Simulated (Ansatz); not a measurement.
## Response to strain in InAs

Take InAs in the zinc blende structure (space group F-43m, No. 216; a = 6.087 Å) as the base. Axes: x, y, z lie along the cube axes.

Strains are applied to the cell and any free atomic positions relax.

Level of theory: DFT with PBEsol, PAW potentials and a 420 eV plane-wave cutoff in Ansatz (an electronic-structure program), spin-orbit coupling left out.

Notes on the quantities. energy relative to the base: free energy F.

```json
[
 {"case": "base", "shortest interatomic distance": "263.6 pm", "energy relative to the base": "0 meV/atom"},
 {"case": "tensor shear ε_xy = +1.43 %", "shortest interatomic distance": "262.8 pm", "energy relative to the base": "+2.5 meV/atom"},
 {"case": "tensor shear ε_xy = +0.57 %", "shortest interatomic distance": "263.3 pm", "energy relative to the base": "+0.4 meV/atom"},
 {"case": "tensor shear ε_xy = +2.00 %", "shortest interatomic distance": "262.5 pm", "energy relative to the base": "+4.9 meV/atom"},
 {"case": "tensor shear ε_xy = +0.29 %", "shortest interatomic distance": "263.4 pm", "energy relative to the base": "+0.1 meV/atom"},
 {"case": "tensor shear ε_xy = +0.86 %", "shortest interatomic distance": "263.1 pm", "energy relative to the base": "+0.9 meV/atom"},
 {"case": "tensor shear ε_xy = +1.71 %", "shortest interatomic distance": "?", "energy relative to the base": "?"},
 {"case": "tensor shear ε_xy = +1.14 %", "shortest interatomic distance": "263.0 pm", "energy relative to the base": "+1.6 meV/atom"}
]
```

Complete the table.


- tensor shear ε_xy = +1.71 %, shortest interatomic distance: 262.7 pm
- tensor shear ε_xy = +1.71 %, energy relative to the base: +3.6 meV/atom

Whether these cells are dynamically stable was not tested. All final runs are without spin polarisation.
